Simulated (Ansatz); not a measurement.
The reference is ZnS in the wurtzite structure (space group P6_3mc, No. 186; a = 3.738 Å, c = 6.143 Å). Axes: x lies along a and z along c of the hexagonal cell.

Structures relaxed with LDA (Ansatz, a first-principles code; PAW; 420 eV plane waves; no spin-orbit coupling).

Base:

Simulated powder pattern, Co Kα, λ = 1.79026 Å (kinematic, ideal powder, no thermal factors, no anomalous dispersion; the 14 strongest lines at most, above 2 %, up to 2θ = 90°):

```csv
2θ (°),I/Imax (%),hkl
32.10,91,(100)
33.89,58,(002)
36.43,100,(101)
47.37,34,(102)
57.23,67,(110)
62.30,68,(103)
67.14,10,(200)
68.20,45,(112)
69.76,15,(201)
77.38,7.8,(202)
89.64,26,(203)
```

Perturbation: the cell is stretched by 1.80 % along z with no lateral relaxation, atoms relaxed at fixed cell.

After the change:

Simulated powder pattern, Co Kα, λ = 1.79026 Å (kinematic, ideal powder, no thermal factors, no anomalous dispersion; the 14 strongest lines at most, above 2 %, up to 2θ = 90°):

| 2θ (°) | I/Imax (%) | hkl |
|---|---|---|
| 32.10 | 88 | (100) |
| 33.27 | 57 | (002) |
| 36.28 | 100 | (101) |
| 46.91 | 33 | (102) |
| 57.23 | 65 | (110) |
| 61.43 | 70 | (103) |
| 67.14 | 9.9 | (200) |
| 67.83 | 43 | (112) |
| 69.67 | 15 | (201) |
| 77.03 | 7.4 | (202) |
| 88.88 | 26 | (203) |

The indices refer to the base's conventional cell; one index is shown for lines that coincide.

The cells carry an imposed strain or load. No phonon test of stability was made.
